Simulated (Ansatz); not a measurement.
# TaN: pressure series

Consider TaN in the rock salt structure (space group Fm-3m, No. 225).

```cif
data_NTa
_chemical_formula_sum 'N1 Ta1'
_space_group_name_H-M_alt 'P 1'
_space_group_IT_number 1
_cell_length_a 3.09331
_cell_length_b 3.09331
_cell_length_c 3.09331
_cell_angle_alpha 60.000
_cell_angle_beta 60.000
_cell_angle_gamma 60.000
loop_
_space_group_symop_operation_xyz
  'x, y, z'
loop_
_atom_site_label
_atom_site_type_symbol
_atom_site_fract_x
_atom_site_fract_y
_atom_site_fract_z
_atom_site_occupancy
N1 N 0.00000 0.00000 0.00000 1
Ta1 Ta 0.50000 0.50000 0.50000 1
```

Cell and atoms are relaxed at each pressure.

Level of theory: plane-wave PAW DFT at the PBEsol level (Ansatz, a program for electronic structure, 420 eV), no spin-orbit coupling, earlier PAW set.

| variant | shortest interatomic distance | density |
|---|---|---|
| base | 2.187 Å | 15.47 g/cm³ |
| pressure −2 GPa | 2.191 Å | 15.38 g/cm³ |
| pressure −1 GPa | 2.189 Å | 15.42 g/cm³ |
| pressure 0.9 GPa | 2.185 Å | 15.51 g/cm³ |
| pressure 2.1 GPa | 2.183 Å | 15.56 g/cm³ |
| pressure 4.5 GPa | 2.178 Å | 15.66 g/cm³ |
| pressure 9 GPa | 2.170 Å | 15.84 g/cm³ |
| pressure 15 GPa | [?] | [?] |
| pressure 22.5 GPa | 2.147 Å | 16.35 g/cm³ |
| pressure 30 GPa | 2.136 Å | 16.62 g/cm³ |

### Question
Some entries are withheld; estimate them.

### Answer

- pressure 15 GPa, shortest interatomic distance: 2.159 Å
- pressure 15 GPa, density: 16.08 g/cm³

Load acts through the strain it causes; cell and atoms are relaxed under it. Stability against distortions was not tested. Competing high-pressure phases were not computed. All final runs are without spin polarisation. This is not the structure that TaN has at room temperature and ambient pressure.
